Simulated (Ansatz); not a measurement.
Functionals compared on Cl on the 1x1 (111) surface of fcc Ag, one in a 2x2 cell, started at the site 'bridge Ag-Ag (span 2.9 Å)', in Ansatz (plane waves, PAW). The structure was relaxed with PBE; the other rows are single points on it, each with its references at the same level. Cutoff 420 eV (500 eV for r2SCAN).

Model: 17-atom slab, 7.1 Å thick at the start under the adsorbate (thin: gaps and levels are the slab's own), 6x6x1 mesh, Fermi-Dirac 0.1 eV, dipole correction, 8 atoms held, the rest relaxed; symmetry of the start imposed; no spin, no spin-orbit, no U, no dispersion correction. At the end it is bonded to 2 Ag. In PBE this state lies 0.07 eV over the lowest of the starts that converged ('hollow Ag-Ag-Ag over Ag at depth 4.7 Å'). These notes are the PBE run's. Adsorption energies are against ½ Cl2(g). A negative adsorption energy means that the adsorbate is more stable on the surface than in its reference.

```tsv
functional	adsorption energy (eV)	work function of the top face (eV)	change of the work function (eV)	rough cost of the single point
PBE	-1.42	5.74	1.30	–
RPBE	(withheld)	(withheld)	(withheld)	around 2.3 core-minutes (rough)
r2SCAN	-1.80	5.80	1.40	about 5 core-minutes (a rough figure)
```

### Question
Fill in the missing entries.

### Answer

- RPBE, adsorption energy (eV): -1.25
- RPBE, work function of the top face (eV): 5.61
- RPBE, change of the work function (eV): 1.37

Ansatz is a program for electronic structure.
